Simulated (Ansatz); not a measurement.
Band structure of YbCuBi (P6_3mc, 6 atoms in the cell).

```
CELL_PARAMETERS angstrom
      4.63586     0.00000     0.00000
     -2.31793     4.01477     0.00000
      0.00000     0.00000     7.60281
ATOMIC_POSITIONS crystal
  Yb 0.00000 0.00000 0.48747
  Yb 0.00000 0.00000 0.98747
  Cu 0.33333 0.66667 0.31931
  Cu 0.66667 0.33333 0.81931
  Bi 0.66667 0.33333 0.21842
  Bi 0.33333 0.66667 0.71842
```

Level of theory: PBEsol, PAW files made with PBE (plane waves; Ansatz, a program for electronic structure).

Settings: kpoints.mp_grid.grid = 6 6 3; hamiltonian.xc = pbesol; hamiltonian.pseudopotentials = {kind: paw} (the program's default PAW files); scf.occupations.method = gaussian; scf.occupations.width = 0.136 eV; kpoints.band_path.npoints = 8.

The starting cell comes from a database of computed structures (which also holds hypothetical and non-ambient phases and stackings), without a prior relaxation at this level. Spin-orbit coupling is off. Spin polarisation is off.

Levels in eV from the Fermi level, bands 55 to 62:
```tsv
point	55	56	57	58	59	60	61	62
Γ	-0.29	-0.27	0.27	0.48	0.58	0.58	0.76	1.15
M	-0.30	-0.30	-0.29	-0.23	-0.20	1.05	2.16	2.67
K	-0.30	-0.29	-0.29	-0.29	1.34	1.90	1.90	2.00
A	-0.20	-0.20	-0.20	-0.20	0.49	0.49	1.74	1.74
L	-0.29	-0.29	-0.27	-0.27	0.57	0.57	1.00	1.00
H	-0.29	-0.29	-0.28	-0.28	0.97	0.97	2.56	2.56
```

Bands cross the Fermi level along this path, so the cell is metallic at this level.

Keys are those of Ansatz 0.2.
